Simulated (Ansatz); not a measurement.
Structures of equal composition on the (111) surface of fcc Al: a pseudomorphic layer of Co in the host's stacking; a pseudomorphic layer of Co in the other hollow. The slabs share one bottom face, and each structure is named by its start. These are constructed structures in small cells; real faces may alloy, dewet or reconstruct in larger ones, and not all known structures of the face are among them. Slabs of about 12 Å, Fermi-Dirac smearing of 0.1 eV. Bottom of the slabs: a bare face, its two planes held. Relaxed from the named starts with such symmetry as they have, on meshes of like density; energies extrapolated to zero smearing; spin only where a row says so; no spin-orbit coupling, no U. Brackets mark spin-polarised runs, whose order is one that fits the cell.

Calculation: PBE (plane waves to 420 eV, PAW; Ansatz, a quantum-chemistry and plane-wave program).

Question: Put the candidates in order of energy per 1x1 cell, lowest first, for PBE.

Answer: a pseudomorphic layer of Co in the host's stacking (0.000 eV [spin, 1.1 μB a cell]), a pseudomorphic layer of Co in the other hollow (0.023 eV [spin, 1.1 μB a cell])
